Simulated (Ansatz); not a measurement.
Reference: AlP (F-43m), PBEsol with spin-orbit coupling, rigid bands (plane waves, PAW; Ansatz, a first-principles code); geometry: cell and atoms relaxed with PBEsol.

AlP is taken in the cubic space group F-43m (No. 216), the zinc blende structure, Pearson symbol cF8. Conventional cell: a = b = c = 5.4705 Å, α = β = γ = 90.00°. Al on 4a is surrounded by 4 P at 2.369 Å (tetrahedral). P on 4c is surrounded by 4 Al at 2.369 Å (tetrahedral). (Neighbours: up to the widest gap in distance over summed covalent radii, below 1.35, at either atom; cation-cation and far metal-metal contacts left out.)
(The calculation used a cell of 2 atoms; values per cell refer to that cell.)

- band gap = 1.43 eV
- electron conductivity mass = 0.33 mₑ
- hole conductivity mass = 0.68 mₑ
- Seebeck coefficient, n-type 1e19 cm⁻³ = -262 μV/K

### Question
Swap P for As, keeping the structure type. How do these values move?

### Answer
AlAs (F-43m): volume per atom 20.5 to 22.8 Å³; band gap falls (1.43 eV to 1.25 eV); electron conductivity mass stays about the same (0.33 mₑ to 0.33 mₑ); hole conductivity mass falls (0.68 mₑ to 0.59 mₑ); Seebeck coefficient, n-type 1e19 cm⁻³ stays about the same (-262 μV/K to -263 μV/K).

### Question
Replace Al by In on the same sites and relax. What happens?

### Answer
InP (F-43m): volume per atom 20.5 to 25.4 Å³; band gap falls (1.43 eV to 0.54 eV); electron conductivity mass falls (0.33 mₑ to 0.056 mₑ); hole conductivity mass falls (0.68 mₑ to 0.56 mₑ); Seebeck coefficient, n-type 1e19 cm⁻³ falls in size (-262 μV/K to -44 μV/K).

### Question
Replace Al by Ga on the same sites and relax. What happens?

### Answer
GaP (F-43m): volume per atom 20.5 to 20.1 Å³; band gap stays about the same (1.43 eV to 1.43 eV); electron conductivity mass rises (0.33 mₑ to 0.35 mₑ); hole conductivity mass falls (0.68 mₑ to 0.48 mₑ); Seebeck coefficient, n-type 1e19 cm⁻³ rises in size (-262 μV/K to -332 μV/K).

Moves up to 5 % count as about the same. Masses are for dilute carriers at 300 K, harmonic means over directions unless an axis is named. Seebeck coefficients are for the stated density at 300 K, with one relaxation time for all states and whether or not that doping can be reached.
